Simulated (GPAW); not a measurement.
A self-consistent single point of ZnHg3 (Fm-3m, 4 atoms in the cell) with GPAW.

Method of the run: LDA (Perdew-Wang 92), GPAW PAW datasets LDA (gpaw-data 1.0.1) (plane waves; GPAW).

```
CELL_PARAMETERS angstrom
      0.00000     3.67772     3.67772
      3.67772     0.00000     3.67772
      3.67772     3.67772     0.00000
ATOMIC_POSITIONS crystal
  Zn 0.00000 0.00000 0.00000
  Hg 0.25000 0.25000 0.25000
  Hg 0.75000 0.75000 0.75000
  Hg 0.50000 0.50000 0.50000
```

Reference input (self-consistent single point, DFT PBEsol, plane waves, GPAW PAW datasets PBEsol (made by gpaw-setup)): mode = pw; ecut = 800 eV; xc = PBEsol; kpts = 8 8 8; mesh shift (steps) = 0 0 0; occupations.name = methfessel-paxton; occupations.width = 0.2 eV; occupations.order = 0; nbands = -8; symmetry.symmorphic = false; symmetry.tolerance = 0.0005; maxiter = 100. This run's input differs from it in these lines:

```diff
@@ -15,3 +15,3 @@
 calc = GPAW(mode={'name': 'pw', 'ecut': 800},
-            xc='PBEsol',
+            xc='LDA',
             kpts={'size': (8, 8, 8), 'gamma': True},
```

Its files differ too (potentials: GPAW PAW datasets LDA (gpaw-data 1.0.1)).

The program printed (abridged):

```
     iter     time        total  log10-change:
                         energy   eigst   dens
iter:   1 --:--:--    -6.187802
iter:   2 --:--:--    -6.305435   -0.68  -1.65
iter:   3 --:--:--    -6.291344   -1.39  -1.67
iter:   4 --:--:--    -6.347345   -2.07  -2.13
iter:   5 --:--:--    -6.298471   -2.26  -2.18
iter:   6 --:--:--    -6.296770   -3.49  -2.85
iter:   7 --:--:--    -6.301874c  -3.65  -2.77
iter:   8 --:--:--    -6.297837c  -3.24  -2.58
iter:   9 --:--:--    -6.300282c  -3.71  -3.17
iter:  10 --:--:--    -6.297907c  -3.81  -3.11
iter:  11 --:--:--    -6.298528c  -4.26  -3.51
   [... 2 lines left out ...]
iter:  14 --:--:--    -6.297951c  -6.27  -3.88
iter:  15 --:--:--    -6.297889c  -5.62  -3.90
iter:  16 --:--:--    -6.297881c  -5.99  -3.80
iter:  17 --:--:--    -6.297945c  -5.50  -3.90
iter:  18 --:--:--    -6.297923c  -6.65  -4.08c
iter:  19 --:--:--    -6.297870c  -5.41  -4.20c
iter:  20 --:--:--    -6.297873c  -6.83  -4.49c
iter:  21 --:--:--    -6.297906c  -5.75  -4.52c
iter:  22 --:--:--    -6.297873c  -5.97  -4.49c
iter:  23 --:--:--    -6.297869c  -5.79  -4.84c
iter:  24 --:--:--    -6.297867c  -6.76  -4.86c
iter:  25 --:--:--    -6.297868c  -7.94c -5.14c
Converged after 25 iterations.

Dipole moment: (0.000000, 0.000000, 0.000000) |e|*Ang

Energy contributions relative to reference atoms: (reference = -1647382.784942)

Kinetic:        +44.060517
Potential:      -32.347948
External:        +0.000000
XC:             -11.454531
Entropy (-ST):   -0.012213
Local:           -6.549799
SIC:             +0.000000
--------------------------
Free energy:     -6.303974
Extrapolated:    -6.297868

Showing only first 2 kpts
 Kpt  Band  Eigenvalues  Occupancy
  0    31      4.61645    1.98590
  0    32      7.99486    0.00000
  0    33      7.99486    0.00000
  0    34      7.99486    0.00000

  1    31      4.46320    1.99960
  1    32      6.35370    0.00000
  1    33      6.55583    0.00000
  1    34      6.55583    0.00000

Fermi level: 4.96358

No gap
No difference between direct/indirect transitions
Energy (eV): -6.297868

Forces in eV/Ang:
  0 Zn    0.00000    0.00000    0.00000
  1 Hg    0.00000   -0.00000   -0.00000
  2 Hg    0.00000   -0.00000   -0.00000
  3 Hg    0.00000   -0.00000   -0.00000

Stress tensor:
     0.035893     0.000000    -0.000000
     0.000000     0.035893    -0.000000
    -0.000000    -0.000000     0.035893
Stress (GPa, Voigt): [ 5.7507  5.7507  5.7507 -0.     -0.      0.    ]
```

The run converged in 25 iterations. GPAW prints stress with tension positive. Against the reference run the pressure goes from -3.94 to -5.75 GPa.

The starting cell comes from a database of computed structures (which also holds hypothetical and non-ambient phases and stackings), without a prior relaxation at this level. Its lattice was rescaled by a random factor within 2.5 % of one. With a pressure of about -6 GPa the cell is away from its equilibrium volume at this level.

Cost on one core of a shared machine: roughly 2 min.
